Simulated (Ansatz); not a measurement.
AlB2-type ZrB2 was calculated with PBE in Ansatz (PAW).

Settings: plane-wave cutoff 520 eV, 24×24×18 k mesh (along the axes of the cell as run), Fermi–Dirac smearing 0.081 eV (set by the program), scalar-relativistic PAW data made under PBE.

Cell (relaxed at this level):

ZrB2 is taken in the hexagonal space group P6/mmm (No. 191), Pearson symbol hP3. Conventional cell: a = b = 3.171 Å, c = 3.541 Å, α = β = 90.00°, γ = 120.00°. Zr on 1a is coordinated by 12 B at 2.547 Å. B on 2d is coordinated by 3 B at 1.831 Å and 6 Zr at 2.547 Å. (Neighbours: up to the widest gap in distance over summed covalent radii, below 1.35, at either atom; cation-cation and far metal-metal contacts left out.)

Q: Estimate the elastic constant C44, elastic constant C33, polycrystal shear modulus (Hill average), Young modulus, elastic constant C11, elastic constant C12, elastic constant C13 and elastic constant C66 that the calculation returns.

A: 
- elastic constant C44: 251 GPa
- elastic constant C33: 432 GPa
- polycrystal shear modulus (Hill average): 232 GPa
- Young modulus: 525 GPa
- elastic constant C11: 562 GPa
- elastic constant C12: 55.9 GPa
- elastic constant C13: 120 GPa
- elastic constant C66: 253 GPa

Measured, for comparison: elastic constant C33 441 GPa, elastic constant C11 568 GPa, elastic constant C12 57 GPa, elastic constant C13 121 GPa (room temperature, not corrected to a static lattice; as tabulated in Zhang et al. (2020), arXiv:1911.03307). Computed (rounded) less measured: elastic constant C33 -2 %, elastic constant C11 -1 %, elastic constant C12 -2 %, elastic constant C13 -0.8 %.

Elastic constants are with the ions relaxed.

Computed values are for the static lattice.

Computing time: about 40 core-minutes (a rough figure).

Ansatz is an electronic-structure program.
